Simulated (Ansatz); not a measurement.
## Tl: stress against strain

Tl (hcp, P6_3/mmc, 31.476 Å³/atom at rest, c along z) under a strain ε along c (axis z), the other axes held. PBE in Ansatz, a plane-wave DFT program (PAW, default set), 420 eV, 18×18×11 Γ-centred mesh, Fermi-Dirac smearing 0.10 eV; ions are relaxed within the symmetry of each cell. Stress is positive for a compressed cell.

Here s stands for strain and y for stress zz.

| strain (%) | stress zz (GPa) |
|---|---|
| -1.50 | 0.75 |
| -1.00 | 0.48 |
| -0.50 | 0.23 |
| 0.00 | 0.00 |
| 0.50 | -0.21 |
| 1.00 | -0.41 |
| 1.50 | -0.59 |
| 3.00 | ? |

Fit y of the 7 rows that show it with a straight line. Means: s 0, y 0.036. About the means, the sum of products is -3.1200 and the sum of squares of s is 7.0000; the slope is their ratio. Least squares gives y = 0.036 - 0.4457·s. Residuals (row less fit): 0.045, -0.002, -0.029, -0.036, -0.023, 0.000, 0.043; standard error 0.036 (degrees of freedom: 5). The slope gives the elastic constant C33 = 45 ± 1.4 GPa.

Question: What does the fit predict for y at s = 3.00, and how far is the calculated value from it?

Answer: y = 0.036 - 0.4457 × 3.0 = -1.301 GPa. The calculation gives -1.09 GPa, 0.211 GPa above the prediction (11.5 % of the range of y in the table). The row lies outside the fitted rows, so this is an extrapolation. From the scatter of the fitted rows alone, a prediction at this place has a standard error of 0.056 GPa, so the miss is 3.8 times that.

One order more, fitted to all 13 runs of the series, follows each within 0.02, so the miss is the next term of a smooth law. In a metal these values are sensitive to mesh and smearing; energies are taken to zero smearing, stresses follow the free energy. Rows are the converged runs of the series near zero and its far end; series whose fitted rows scatter by over a few per cent of the range, as at a crossing or softening among them, aren't shown in this form. Most that stay on the fit to the last digits aren't either.
